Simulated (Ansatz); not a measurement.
# MoTe2: pressure series

The reference is MoTe2 (space group P2_1/m, No. 11; a = 6.322 Å, b = 3.491 Å, c = 14.190 Å, α = γ = 90.00°, β = 92.78°; layered, stacked along the Cartesian z axis).

Cell and atoms are relaxed at each pressure.

All numbers come from r2SCAN+rVV10 in Ansatz (plane waves to 500 eV, PAW, scalar-relativistic without spin-orbit coupling).

Notes on the quantities. enthalpy: H = E + PV relative to the base's energy.

```json
[
 {"change": "base", "shortest interatomic distance": "2.696 Å", "density": "7.46 g/cm³", "enthalpy": "–"},
 {"change": "pressure −1 GPa", "shortest interatomic distance": "(withheld)", "density": "(withheld)", "enthalpy": "-0.17 eV/atom"},
 {"change": "pressure 0.3 GPa", "shortest interatomic distance": "2.696 Å", "density": "7.53 g/cm³", "enthalpy": "+0.05 eV/atom"},
 {"change": "pressure 0.7 GPa", "shortest interatomic distance": "2.695 Å", "density": "7.63 g/cm³", "enthalpy": "+0.11 eV/atom"},
 {"change": "pressure 1.5 GPa", "shortest interatomic distance": "2.692 Å", "density": "7.80 g/cm³", "enthalpy": "+0.24 eV/atom"},
 {"change": "pressure 3 GPa", "shortest interatomic distance": "2.687 Å", "density": "8.03 g/cm³", "enthalpy": "+0.47 eV/atom"},
 {"change": "pressure 5 GPa", "shortest interatomic distance": "2.679 Å", "density": "8.28 g/cm³", "enthalpy": "+0.77 eV/atom"},
 {"change": "pressure 7.5 GPa", "shortest interatomic distance": "(withheld)", "density": "(withheld)", "enthalpy": "+1.13 eV/atom"},
 {"change": "pressure 10 GPa", "shortest interatomic distance": "2.661 Å", "density": "8.76 g/cm³", "enthalpy": "+1.48 eV/atom"}
]
```

Question: Some entries are withheld; estimate them.

Answer: 
- pressure −1 GPa, shortest interatomic distance: 2.699 Å
- pressure −1 GPa, density: 7.11 g/cm³
- pressure 7.5 GPa, shortest interatomic distance: 2.670 Å
- pressure 7.5 GPa, density: 8.54 g/cm³

Load acts through the strain it causes; cell and atoms are relaxed under it. Stability against distortions was not tested. No other phases were tried under pressure. All final runs are without spin polarisation.

Ansatz is a first-principles code.
